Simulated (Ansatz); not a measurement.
The starting structures come from a database of crystals and need not be the phases stable at ambient conditions.

The decay constant κ of evanescent states in the gap governs leakage through a thin film.

Input:

```xyz
5
Lattice="7.7701 0.0000 0.0000 0.0000 7.7821 0.0000 0.0000 3.8910 2.2465" Properties=species:S:1:pos:R:3 pbc="T T T"
Ba     0.0000     0.0000     0.0000
Mg     4.8387     2.5940     0.0000
Mg     2.9313     5.1880     0.0000
As     2.1386     2.5940     0.0000
As     5.6314     5.1880     0.0000
```

The cell is taken as given.

Transport runs along the normal of the first two printed cell vectors, the (110) plane of the conventional cell.

The gap is the functional's own, uncorrected, and κ follows it; spin-orbit coupling is left out. Mid-gap means the computed energy nearest the middle.

Give the band gap and the smallest decay constant κ at mid-gap that r2SCAN (Ansatz, an electronic-structure program) yields.

Gap 1.44 eV on a 4×14×14 mesh; κ = 0.129 1/Å, at the zone centre.
